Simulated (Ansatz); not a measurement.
# bcc W: the defect Cu on the W site

Method: PBE, PAW (plane waves to 420 eV; Ansatz, an electronic-structure program). Details: 54-site cell; 4×4×4 shifted k-points; start: the W site; no spin–orbit coupling; no Hubbard U; not converged in cell size; the relaxation kept the symmetry of the starting site.

Neighbours after relaxation, in Å: of the Cu atom: W 2.77, W 2.77, W 2.77, W 2.77, W 2.77, W 2.77, W 2.77, W 2.77 (the shell may go on).

Formation energies E_f are those of the neutral cell. Chemical conditions: host crystal and elements as references (Δμ(W) = 0.00 eV, Δμ(Cu) = 0.00 eV; Cu taken from its element, since no compound that bounds it was computed at this level; only phases computed here count, gases as isolated molecules at 0 K). Reference phases: Cu: fcc Cu, W: bcc W.

```csv
charge,moment (μB),point group,largest move off a lattice site (Å),"E_f, host crystal and elements as references (eV)"
0,not spin-polarised,Oh,0.03,1.26
```

Point groups are those of the whole cell at tolerances of 0.03 and 0.1 Å ("near" where only the looser one holds); none is given for unsettled states.

All states together cost about 10 core-minutes (a rough figure).
